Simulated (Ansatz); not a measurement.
Thermal properties of SiC in the wurtzite structure at 300 K from quasi-harmonic lattice dynamics in Ansatz (plane waves, PAW), for several functionals and conditions. The first row is the reference, at zero pressure. Another polymorph of this substance is known too; which is more stable was not tested here. Dynamical quadrupoles are not included in the interpolation of the phonons between the solved wave vectors.

```json
[
 {"run": "LDA", "q mesh / k mesh": "6×6×3 / 12×12×6", "V (Å³/atom)": "10.23", "α_a (10⁻⁶/K)": "2.3", "α_c (10⁻⁶/K)": "2.4", "bulk modulus B_T (GPa)": "225", "γ": "0.72", "C_P (J/mol/K)": "27.2"},
 {"run": "LDA, coarser phonon mesh (4×4×2)", "q mesh / k mesh": "4×4×2 / 12×12×6", "V (Å³/atom)": "10.23", "α_a (10⁻⁶/K)": "2.3", "α_c (10⁻⁶/K)": "2.4", "bulk modulus B_T (GPa)": "225", "γ": "0.72", "C_P (J/mol/K)": "27.2"},
 {"run": "PBE", "q mesh / k mesh": "6×6×3 / 12×12×6", "V (Å³/atom)": "10.60", "α_a (10⁻⁶/K)": "[?]", "α_c (10⁻⁶/K)": "2.7", "bulk modulus B_T (GPa)": "[?]", "γ": "0.75", "C_P (J/mol/K)": "27.9"},
 {"run": "LDA, pressure 10 GPa", "q mesh / k mesh": "6×6×3 / 12×12×6", "V (Å³/atom)": "9.82", "α_a (10⁻⁶/K)": "1.8", "α_c (10⁻⁶/K)": "1.8", "bulk modulus B_T (GPa)": "263", "γ": "0.64", "C_P (J/mol/K)": "26.1"}
]
```

Problem. Fill in the missing entries.

Solution. 
- PBE, α_a (10⁻⁶/K): 2.6
- PBE, bulk modulus B_T (GPa): 208

The crystal is held in this phase throughout; melting and phase transitions are not modelled.

The PAW data sets were generated under PBE and serve the other functionals too.

Ansatz is an electronic-structure program.
